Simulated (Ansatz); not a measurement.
For InSb (Fm-3m, No. 225, 2 atoms in the cell; start mp-10149; a measured phase of this formula has another space group), PBEsol in Ansatz (plane waves, PAW) gives:

```
Quantity                  Result
------------------  ------------
lattice constant a       6.034 Å
bulk modulus            56.5 GPa
cohesive energy     2.91 eV/atom
```

### Question
What does r²SCAN in Ansatz (plane waves, PAW) give for the same quantities?

### Answer

- lattice constant a: 6.088 Å (goes up by 0.9 %)
- bulk modulus: 55.0 GPa (shrinks by 2.7 %)
- cohesive energy: 2.53 eV/atom (falls by 0.38 eV/atom)

Changes are worked out from the printed values.

Unless a cell is named, each level is at its own relaxed cell (PBEsol 27.47, r²SCAN 28.21 Å³/atom).

Levels without +SOC leave out spin–orbit coupling, which shifts energies and cells of such heavy elements.

Caveats: the bulk modulus is −V dP/dV from two relaxed cells at ±2 % in volume (PBEsol, r²SCAN); the relaxation could not lower the start's symmetry, so the cell can be a saddle point above a distorted one (PBEsol, r²SCAN). Ansatz's density-functional and Hartree–Fock values are scalar-relativistic unless marked +SOC, with PAW data made under PBE.

A start named mp-… is a Materials Project structure, which need not be a measured phase.

Ansatz is a quantum-chemistry and plane-wave program.
